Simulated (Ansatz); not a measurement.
Cubic perovskite SrVO3 was calculated with r²SCAN (Ansatz, a quantum-chemistry and plane-wave program, plane waves, PAW).

The run printed, among other lines:

```
Crystal: 5 atoms, lattice volume = 56.095 Å³
Basis set: ecut = 560 eV, 1743 PW (Γ), exchange–correlation on 90×90×90 points (27 copies of the dense FFT grid, shifted against one another)
Bands: 26, of which v1, the nominal top of the filled ones, is band 21 counted from 1 (20 counted from 0)
Symmetry: 48 space group operations
Space group: Pm-3m (ITA 221), of the structure as read, at distance tolerance 3.8e-5 Å
k-points: 120 of 2744
Functional: x = r2scan, c = r2scan; τ floored in thin density (d = 2e-4 eV/Å³)
SCF iter   1: F=—  HF=-8185.144243 eV  |F-HF|=—  |Δ(HF+E_count)|=         —  Δρ=2.16e-2  dr2=2.93e-1  dr2_τ=2.48e-1
SCF iter   2: F=—  HF=-8185.284777 eV  |F-HF|=—  |Δ(HF+E_count)|=   1.41e-1  Δρ=9.01e-3  dr2=2.12e-2  dr2_τ=1.01e-2
  ...
SCF iter   9: F=—  HF=-8185.283499 eV  |F-HF|=—  |Δ(HF+E_count)|=   5.29e-8  Δρ=4.24e-6  dr2=1.30e-8  dr2_τ=2.26e-10
SCF iter  10: F=-8185.283499 eV  HF=-8185.283499 eV  |F-HF|=4.00e-11  |Δ(HF+E_count)|=  8.88e-10  Δρ=4.42e-7  dr2=9.56e-11  dr2_τ=2.26e-11
SCF 1 converged in 10 iterations: F = -8185.283499 eV  dr2 = 9.56e-11
SCF converged after 10 iterations
Free energy (F): -8185.283499 eV
Internal energy: -8185.267045 eV  (E = F + TS)
E sigma→0 (E₀):  -8185.275272 eV
Fermi energy:    12.626913 eV
--- Forces (eV/Å), atoms counted from 1 ---
  atom   1  Sr    -0.00000000     0.00000000     0.00000000
  atom   2  V      0.00000000    -0.00000000     0.00000000
  atom   3  O     -0.00000000    -0.00000000    -0.00000000
  atom   4  O      0.00000000    -0.00000000     0.00000000
  atom   5  O      0.00000000    -0.00000000    -0.00000000
--- Stress (GPa, compression-positive) ---
        0.000319       0.000000       0.000000
        0.000000       0.000319       0.000000
        0.000000       0.000000       0.000319
  P = ⅓ Tr σ = 0.0003 GPa (0.003 kbar)
```

Q: Write an input file that could have produced this run (the log leaves some choices open).

A: One answer among several that fit: 
Ansatz 0.2 input:
```yaml
crystal:
  lattice:
    - [3.828033337, 0.0, 0.0]
    - [0.0, 3.828033337, 0.0]
    - [0.0, 0.0, 3.828033337]
  atoms:
    - { symbol: Sr, position: [0.0, 0.0, 0.0] }
    - { symbol: V, position: [0.5, 0.5, 0.5] }
    - { symbol: O, position: [0.5, 0.0, 0.5] }
    - { symbol: O, position: [0.0, 0.5, 0.5] }
    - { symbol: O, position: [0.5, 0.5, 0.0] }
basis:
  ecutwfc: 560
  ecutrho_ratio: 4
  xc_grid: 3
kpoints:
  mp_grid: { grid: [14, 14, 14] }
hamiltonian:
  xc: r2scan
  dispersion: none
  pseudopotentials: { kind: paw }
scf:
  occupations: { method: fermi_dirac, width: 0.05 }
  convergence: { dr2_threshold: 0.0000000005 }
output:
  forces: true
  stress: true
  eigenvalues: true
```

The PAW data were made under PBE.
